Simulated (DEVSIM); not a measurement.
System: Al0.4Ga0.6As/GaAs p-n heterojunction, at 300 K.

```tsv
layer (left to right)	material	thickness (μm)	Nd (cm⁻³)	Na (cm⁻³)	τn (s)	τp (s)
1	Al0.4Ga0.6As	0.250	-	1.4e17	1e-9	1e-9
2	GaAs	0.180	7.2e15	-	1e-9	1e-9
```

Left contact: ohmic. Right contact: ohmic. Voltage is applied to the left contact. Recombination: SRH at mid-gap. Mobility is μmin + (μ − μmin)/(1 + (N/Nref)^α).

This is a model device: material constants are rounded textbook-type values typed into the input, and sizes, dopings and lifetimes were drawn at random. Values at 300 K.

| parameter | Al0.4Ga0.6As | GaAs |
|---|---|---|
| gap (eV) | 1.9228 | 1.424 |
| affinity (eV) | 3.754 | 4.07 |
| permittivity | 11.76 | 12.9 |
| Nc (cm⁻³) | 7.93e17 | 4.7e17 |
| Nv (cm⁻³) | 9e18 | 9e18 |
| μn (cm²/Vs) | 3220 | 8500 |
| μp (cm²/Vs) | 158 | 400 |
| μn,min | 500 | 500 |
| μp,min | 20 | 20 |
| Nref,n | 6e16 | 6e16 |
| Nref,p | 1.5e17 | 1.5e17 |
| αn | 0.39 | 0.39 |
| αp | 0.38 | 0.38 |

DEVSIM, 1D drift-diffusion, Boltzmann statistics, complete ionisation; no tunnelling, impact ionisation, image-force lowering or self-heating. Band offsets follow the typed affinities; no thermionic-emission limit at abrupt steps, no polarisation charge.

### Question
Tabulate band edges, carrier densities and field at zero bias.

### Answer
Energies count from the Fermi level of the right contact; mesh points crowd at the junctions.

```
x (μm)    Ec (eV)  Ev (eV)  n (cm⁻³)  p (cm⁻³)  field (V/cm)
--------  -------  -------  --------  --------  ------------
0.000       1.815   -0.108     < 1e2    1.4e17           ≈ 0
0.003658    1.815   -0.108     < 1e2    1.4e17           ≈ 0
0.009994    1.815   -0.108     < 1e2    1.4e17           ≈ 0
0.02096     1.815   -0.108     < 1e2    1.4e17           ≈ 0
0.04760     1.815   -0.108     < 1e2    1.4e17           ≈ 0
0.08608     1.815   -0.108     < 1e2    1.4e17           ≈ 0
0.1439      1.815   -0.108     < 1e2    1.4e17           -39
0.2023      1.807   -0.116     < 1e2    1.0e17         -7000
0.2245      1.767   -0.156     < 1e2    2.2e16        -34000
0.2367      1.712   -0.211     < 1e2    2.6e15        -58000
0.2444      1.661   -0.262     < 1e2    3.6e14        -74000
0.2500      1.616   -0.307     < 1e2    6.3e13        -83000
0.2533      1.274   -0.150     < 1e2    2.8e16        -76000
0.2593      1.229   -0.195     < 1e2    4.8e15        -75000
0.2738      1.123   -0.301     < 1e2    7.8e13        -73000
0.2945      0.974   -0.450     < 1e2    2.5e11        -71000
0.3300      0.729   -0.695    260000     1.9e7        -67000
0.3729      0.451   -0.973    1.3e10       400        -63000
0.4052      0.253   -1.171    2.7e13     < 1e2        -60000
0.4177      0.179   -1.245    4.6e14     < 1e2        -58000
0.4245      0.139   -1.285    2.1e15     < 1e2        -58000
0.4300      0.108   -1.316    7.2e15     < 1e2        -58000
```
